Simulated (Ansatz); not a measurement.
Some atoms of an NVE trajectory of Ag (fcc), cell Ag32, begun in the crystal structure [in the run: it stayed crystalline; mean temperature 960 K (target 930 K); density 9.66 g/cm³, volume +8 % from the start crystal's; mean pressure 1.0 GPa against a target of 0]; time step 4.0 fs, velocity Verlet. The numbers are results of r2SCAN (plane waves, PAW; Ansatz, a first-principles code), not measurements. On the run's last frame a denser k-mesh moved the forces by 0.079 eV/Å rms, the static pressure by -0.54 GPa and the free energy by -11 meV/atom, which is about how far such values are converged.

```json
[
 {"atom": "Ag2", "mass (u)": "107.868", "x y z (Å)": "0.46367 2.03944 1.84258", "v (Å/fs)": "-0.000955 -0.002468 0.000086", "F (eV/Å)": "-0.4684 0.5627 0.6095"},
 {"atom": "Ag6", "mass (u)": "107.868", "x y z (Å)": "0.26956 1.97884 6.07692", "v (Å/fs)": "0.006416 0.003162 0.000377", "F (eV/Å)": "0.3104 0.9823 0.1692"},
 {"atom": "Ag11", "mass (u)": "107.868", "x y z (Å)": "2.27964 4.64787 1.48778", "v (Å/fs)": "0.001042 -0.001456 -0.000074", "F (eV/Å)": "0.0266 -0.4718 1.3635"},
 {"atom": "Ag21", "mass (u)": "107.868", "x y z (Å)": "4.41656 0.47247 3.78242", "v (Å/fs)": "0.000475 -0.000050 -0.000125", "F (eV/Å)": "0.2585 -0.3207 -0.3736"},
 {"atom": "Ag22", "mass (u)": "107.868", "x y z (Å)": "4.39373 2.34644 5.94374", "v (Å/fs)": "0.003210 0.001568 -0.003107", "F (eV/Å)": "0.2464 0.7049 0.0318"},
 {"atom": "Ag23", "mass (u)": "107.868", "x y z (Å)": "6.35990 0.37427 5.85532", "v (Å/fs)": "-0.000109 0.001023 0.004362", "F (eV/Å)": "1.1002 0.0742 -0.1606"}
]
```

Question: Give their positions one step later.

Answer: x' = x + vΔt + FΔt²/(2m), with 1 eV/(Å·u) = 0.0096485 Å/fs².
```json
[
 {"atom": "Ag2", "x' y' z' (Å)": "0.45952 2.02997 1.84336"},
 {"atom": "Ag6", "x' y' z' (Å)": "0.29545 1.99219 6.07855"},
 {"atom": "Ag11", "x' y' z' (Å)": "2.28383 4.64170 1.48846"},
 {"atom": "Ag21", "x' y' z' (Å)": "4.41864 0.47204 3.78165"},
 {"atom": "Ag22", "x' y' z' (Å)": "4.40674 2.35321 5.93134"},
 {"atom": "Ag23", "x' y' z' (Å)": "6.36026 0.37842 5.87266"}
]
```
